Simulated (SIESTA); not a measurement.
A self-consistent single point of Cs₂N₆IrC₆Li (P1, 16 atoms in the cell) with SIESTA.

Method: GGA PBEsol, numerical atomic orbitals DZP, PseudoDojo PBEsol standard norm-conserving potentials (rewritten from UPF to PSML) in SIESTA 5.4.2.

```xyz
16
Lattice="0.0000 5.3600 5.3600 5.3600 0.0000 5.3600 5.3600 5.3600 0.0000" Properties=species:S:1:pos:R:3 pbc="T T T"
Cs     2.6925     2.6856     2.7173
Cs     8.0160     8.0584     8.0495
N      5.3728     5.3319     3.1119
N      5.3187     5.3616     7.6074
N      3.1355     5.3848     5.3447
N      7.5830     5.3431     5.3545
N      5.3429     3.1411     5.3648
N      5.3808     7.5768     5.3939
Ir     0.0115    -0.0172     0.0000
C      5.3393     5.3767     1.9964
C      5.3607     5.3709     8.6854
C      2.0238     5.3714     5.3516
C      8.7093     5.3489     5.3480
C      5.3705     1.9756     5.3837
C      5.3707     8.7185     5.3399
Li     5.3719     5.3718     5.3509
```

Reference input (self-consistent single point, DFT, GGA PBEsol, numerical atomic orbitals DZP, PseudoDojo PBEsol standard norm-conserving potentials (rewritten from UPF to PSML)): XC.functional = GGA; XC.authors = PBEsol; potentials = PseudoDojo PBEsol standard; PAO.BasisSize = DZP; PAO.EnergyShift = 0.01 Ry; MeshCutoff = 300 Ry; kgrid.MonkhorstPack = 3 3 3; OccupationFunction = MP; OccupationMPOrder = 0; ElectronicTemperature = 0.2 eV; PAO.Polarization.NonPerturbative = true; MaxSCFIterations = 150. This run's input differs from it in these lines:

```diff
@@ -43,2 +43,3 @@
 PAO.EnergyShift              0.01 Ry
+PAO.SplitNorm                0.2
 PAO.Polarization.NonPerturbative true
```

Output (repeated stretches shortened):

```
        iscf     Eharris(eV)        E_KS(eV)     FreeEng(eV)     dDmax    Ef(eV) dHmax(eV)
   scf:    1    -7055.959958    -7180.565911    -7180.565911  1.717343 -3.457530 48.721302
   scf:    2    -7277.861942    -7240.070991    -7240.070991  0.459406 -5.854715 19.260592
   scf:    3    -7255.366945    -7251.089026    -7251.089026  0.135178 -3.449951  3.004763
   scf:    4    -7249.766682    -7251.404794    -7251.404794  0.098274 -4.377409  5.927253
   scf:    5    -7251.686304    -7251.548515    -7251.548515  0.004747 -4.292539  5.374601
   scf:    6    -7252.132040    -7252.235336    -7252.235336  0.067826 -3.224547  1.294497
   [... lines left out ...]
   scf:   10    -7252.272134    -7252.271862    -7252.271862  0.000685 -3.476158  0.070452
   scf:   11    -7252.271741    -7252.272004    -7252.272004  0.001692 -3.461235  0.058040
   scf:   12    -7252.272010    -7252.272069    -7252.272069  0.000595 -3.474854  0.024729
   scf:   13    -7252.272086    -7252.272083    -7252.272083  0.000213 -3.471111  0.002050
   scf:   14    -7252.272083    -7252.272083    -7252.272083  0.000009 -3.471127  0.001620
   scf:   15    -7252.272083    -7252.272083    -7252.272083  0.000015 -3.471077  0.000774
   scf:   16    -7252.272083    -7252.272083    -7252.272083  0.000005 -3.471047  0.000544
SCF Convergence by DM+H criterion
max |DM_out - DM_in|         :     0.0000048995
max |H_out - H_in|      (eV) :     0.0005435810
SCF cycle converged after 16 iterations

Using DM_out to compute the final energy and forces

siesta: E_KS(eV) =            -7252.2721

siesta: E_KS - E_eggbox =     -7252.2721

siesta: Atomic forces (eV/Ang):
     1    0.010115   -0.002107   -0.009828
     2   -0.002539    0.008484   -0.003393
     3    0.189638   -0.218216   10.236033
     4   -0.577167   -0.082063  -17.364306
     5   11.051918    0.149586   -0.089790
     6   -8.604674   -0.007208    0.037296
     7   -0.023219    3.117735    0.008807
     8    0.046513   -6.208410    0.131470
     9   -0.323825    0.664623   -0.554635
    10   -0.032776   -0.032684   -9.875582
    11    0.634141   -0.039294   17.472050
   [... lines left out ...]
siesta: FreeEng =     -7252.272083
siesta: Cell volume =        307.981312 Ang**3
siesta:          96.40125612         -6.94809328  kBar
   [... lines left out ...]
     5     0.251710    4.748290  N
     6     0.232496    4.767504  N
     7     0.181810    4.818190  N
     8     0.206451    4.793549  N
     9     0.954647   16.045353  Ir
    10    -0.504038    4.504038  C
    11    -0.554979    4.554979  C
    12    -0.513228    4.513228  C
    13    -0.492374    4.492374  C
    14    -0.452024    4.452024  C
    15    -0.482111    4.482111  C
    16    -0.367660    3.367660  Li
 Total    -0.000000
```

The run converged in 16 iterations. Against the reference run the free energy falls by 25.7 meV/atom, the pressure goes from 10.46 to 9.64 GPa, the largest force goes from 18.470 to 17.48 eV/Å and the gap on the mesh goes from 5.562 to 5.535 eV.

The starting cell comes from a database of published, mostly measured structures (it also holds non-ambient and calculated ones), without a prior relaxation at this level. Its atoms were displaced at random from the sites of space group no. 225. Spin-orbit coupling is off. Values carry the incompleteness of an atom-centred basis. The basis of the alkali or alkaline-earth atoms may lack their empty d shell, which can raise the gap. With a pressure of about 10 GPa the cell is away from its equilibrium volume at this level. Forces in this geometry exceed 1 eV/Å.

Cost on one core of a shared machine: roughly 3 min.
